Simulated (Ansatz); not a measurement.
**Effect of pressure 9 GPa on C**

Base system: C in the diamond structure (space group Fd-3m, No. 227; a = 3.5538 Å).

It is then changed as follows: a hydrostatic pressure of 9 GPa.

Method: Ansatz (a program for electronic structure), PBEsol, PAW, cutoff 420 eV, spin-orbit coupling left out. Settings: 16×16×16 k-points, 0.05 eV Fermi–Dirac smearing.

```json
[
 {"quantity": "volume per atom", "base": "5.61 Å³", "changed": "5.50 Å³", "shift": "-0.11 Å³"},
 {"quantity": "density", "base": "3.55 g/cm³", "changed": "3.62 g/cm³", "shift": "+0.07 g/cm³"},
 {"quantity": "shortest interatomic distance", "base": "1.539 Å", "changed": "1.529 Å", "shift": "-0.010 Å"},
 {"quantity": "enthalpy H = E + PV relative to the base's energy", "base": "–", "changed": "+0.31 eV/atom", "shift": "–"},
 {"quantity": "band gap", "base": "4.03 eV", "changed": "4.08 eV", "shift": "+0.041 eV"},
 {"quantity": "gap character", "base": "indirect, Γ → Γ–X (75 % along)", "changed": "indirect, Γ → Γ–X (75 % along)", "shift": "–"},
 {"quantity": "mean gap deformation potential ΔEg/Δln V", "base": "–", "changed": "-2.1 eV", "shift": "–"},
 {"quantity": "electron mass", "base": "1.6 mₑ along k, 0.29 mₑ across (off the special points)", "changed": "1.6 mₑ along k, 0.29 mₑ across (off the special points)", "shift": "–"},
 {"quantity": "hole mass (degenerate bands, along [100])", "base": "0.29, 0.29, 0.52 mₑ (at Γ)", "changed": "0.29, 0.29, 0.53 mₑ (at Γ)", "shift": "–"}
]
```

Cost of the whole job for the changed cell (relaxation, final SCF and bands): about 8 core-seconds (a rough figure).

Load acts through the strain it causes; cell and atoms are relaxed under it. Effective masses come from finite differences of ±0.01 Å⁻¹. Along k means along the line from Γ to the band edge. Whether these cells are dynamically stable was not tested. No other phases were tried under pressure.
